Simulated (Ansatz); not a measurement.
# SiGe: response to strain

Base system: SiGe in the wurtzite structure (space group P6_3mc, No. 186; a = 3.904 Å, c = 6.455 Å; a model cell, its experimental status unchecked).

Strains are applied to the cell and any free atomic positions relax.

Calculations: r2SCAN in Ansatz (plane waves to 500 eV, PAW, no SOC).

Computed cases, in order: isotropic strain −2.87 %; the unstrained base; isotropic strain +3.92 %; isotropic strain +4.30 %; isotropic strain +4.70 %.

Question: Between which two neighbouring cases does the gap turn between direct and indirect?

Answer: Between the unstrained base (0.66 eV, indirect, Γ → M) and isotropic strain +3.92 % (0.45 eV, direct at Γ). The whole series: isotropic strain −2.87 %: 0.51 eV, indirect, Γ → M; the unstrained base: 0.66 eV, indirect, Γ → M; isotropic strain +3.92 %: 0.45 eV, direct at Γ; isotropic strain +4.30 %: 0.42 eV, direct at Γ; isotropic strain +4.70 %: 0.38 eV, direct at Γ.

No phonon test of stability was made.

Ansatz is a first-principles code.
